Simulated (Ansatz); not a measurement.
Here is the system:

```xyz
3
Lattice="4.5211 0.0000 0.0000 -2.2606 3.9154 0.0000 0.0000 0.0000 6.0174" Properties=species:S:1:pos:R:3 pbc="T T T"
Te     1.2021     0.0000     2.0058
Te    -0.6010     1.0410     4.0116
Te     1.6595     2.8744     0.0000
```

No spin polarisation.

All numbers come from PBE, PAW, 420 eV (Ansatz, a quantum-chemistry and plane-wave program; scalar-relativistic without spin-orbit coupling), earlier PAW set. Γ-centred 9×9×6 mesh, Fermi–Dirac width 0.05 eV.

**Question.** Predict the space group and pressure.

**Answer.** 
- Space group = P3_121 (No. 152)
- Pressure (mean of the normal stresses, compression positive) = -0.36 GPa

The cells carry an imposed strain or load. Whether these cells are dynamically stable was not tested. The cell was made from Te (space group P3_121, No. 152; made of chains) by this change: uniaxial strain ε_zz = +1.05 %. No dispersion term is included, though the crystal is made of layers, chains or molecules, so its spacings can come out too wide.
